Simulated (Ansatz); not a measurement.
By PBEsol, the system below comes out a metal.

Without scattering a metal conducts by its projected Fermi surface.

Data:

```
AuCu
1.0
    2.79369     0.00000     0.00000
    0.00000     2.79369     0.00000
    0.00000     0.00000     3.50998
Cu Au
1 1
Direct
  0.50000   0.50000   0.50000
  0.00000   0.00000   0.00000
```

The cell is strained (all lengths scaled by 0.98); by PBEsol it stands under a pressure of 6.9 GPa.

The current flows along the normal of the first two printed cell vectors, the (001) plane of the conventional cell. No spin-orbit coupling; the value is a mean over 0.1 eV about the Fermi level.

Task: Predict the ballistic conductance per area from PBEsol run with Ansatz (a quantum-chemistry and plane-wave program).

Result: 0.90 × 10¹⁵ S/m² for both spins.
